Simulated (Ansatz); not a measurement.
SiC under load (space group Imm2), r2SCAN with spin-orbit coupling, rigid bands (Ansatz, a first-principles code). Condition of this run: uniaxial stress along [110] of 2 GPa (compression positive) (the target of the relaxation). Band gap 1.67 eV, N_c = 1.07e19 cm⁻³ and N_v = 6.28e19 cm⁻³ at 300 K, conductivity masses along x (a = (0.00, 2.17, 2.18) Å; b = (2.17, 0.00, 2.18) Å; c = (2.17, 2.17, 0.00) Å) of 0.323 mₑ (electrons) and 0.658 mₑ (holes). Take k_BT = 0.02585 eV.

Question: Find the intrinsic carrier density and the intrinsic Fermi level.

Answer: n_i = √(N_c N_v) exp(−E_g/2k_BT) = 2.59e19 × exp(−32.30) = 2.4e5 cm⁻³. The level lies (k_BT/2) ln(N_v/N_c) = 23 meV from mid-gap (positive towards the conduction band). Each 0.1 eV added to the gap lowers n_i by a factor of 6.9.

Question: What built-in voltage has an abrupt junction with N_A = 1e17 and N_D = 1e18 cm⁻³, all dopants ionised?

Answer: V_bi = E_g/e − (k_BT/e) ln(N_c N_v/(N_A N_D)) = 1.67 − 0.02585 × 8.81 = 1.44 V, for the computed gap.

Question: What thermal injection velocity √(2k_BT/πm) limits a ballistic channel along the direction named?

Answer: 9.47e6 cm/s for electrons and 6.63e6 cm/s for holes, a ratio of √(m_h/m_e) = 1.43, for dilute carriers.

Rigid bands with the computed gap; masses take one relaxation time for all states.
